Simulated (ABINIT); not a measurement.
Pressure against volume in zinc-blende MgTe (space group 216) (ABINIT, PBEsol)

```xyz
2
Lattice="0.0000 3.1168 3.1168 3.1168 0.0000 3.1168 3.1168 3.1168 0.0000" Properties=species:S:1:pos:R:3 pbc="T T T"
Mg     0.0000     0.0000     0.0000
Te     4.6752     4.6752     4.6752
```

Method: PBEsol, norm-conserving pseudopotentials (PseudoDojo nc-sr-04 PBEsol standard) (plane waves; ABINIT 10.0.3). Settings: pseudos = [Mg.upf, Te.upf]; ecut = 55 Ha; ixc = -116133; occopt = 3; tsmear = 0.01 eV; ngkpt = 9 9 9; nshiftk = 1; shiftk = 0 0 0; potentials = PseudoDojo nc-sr-04 PBEsol standard; nband = 18; kptopt = 1; nstep = 80; toldfe = 1e-09 Ha. The cell above is the first row's. The rows scale it uniformly. In all rows fractional positions and the k mesh are held.

| V (Å^3/atom) | P (GPa) |
|---|---|
| 30.278 | ? |
| 30.936 | 3.20 |
| 31.594 | 2.21 |
| 32.253 | 1.31 |
| 32.911 | 0.51 |
| 33.569 | -0.22 |
| 34.227 | -0.88 |
| 34.885 | -1.48 |
| 35.544 | -2.01 |

Taking a cubic for P over the 8 complete rows: With u = V - 33.2, the rows have u = -2.2640, -1.6060, -0.9470, -0.2890, 0.3690, 1.0270, 1.6850, 2.3440. Least squares gives P = 0.177 - 1.1148·u + 0.08731·u² - 0.00435·u³. Residuals (row less fit): 0.001, -0.001, -0.005, 0.003, 0.003, 0.001, -0.006, 0.002; standard error 0.004 (degrees of freedom: 4). The fitted pressure is zero at V0 = 33.36, where dP/dV = -1.087, so B0 = -V0·dP/dV = 36.3 GPa.

Problem. What does the fit predict for P at V = 30.278, and how far is the calculated value from it?

Solution. u = -2.9220, so P = 0.177 - 1.1148 × (-2.9220) + 0.08731 × (-2.9220)² - 0.00435 × (-2.9220)³ = 4.288 GPa. The calculation gives 4.30 GPa, 0.012 GPa above the prediction (0.2 % of the range of P in the table). The row lies outside the fitted rows, so this is an extrapolation. From the scatter of the fitted rows alone, a prediction at this place has a standard error of 0.012 GPa, so the miss is 1.0 times that.

Carrying the step between the two nearest rows on in a straight line would have given 4.19, off by 0.11; series whose last step already gives the withheld value aren't shown. The scan was laid around a cell of about the measured size, scaled by a guess for this functional. This is a metastable polymorph. The runs keep the symmetry of the cell, so they don't test it for distortions. The PBEsol file for Te was generated anew from PseudoDojo's inputs, some of which were changed. Spin-orbit coupling is off. Cutoffs and mesh are single choices, not tested for convergence of this quantity. Series with a scatter that would blur these digits, or in which a gap closes, are not shown.
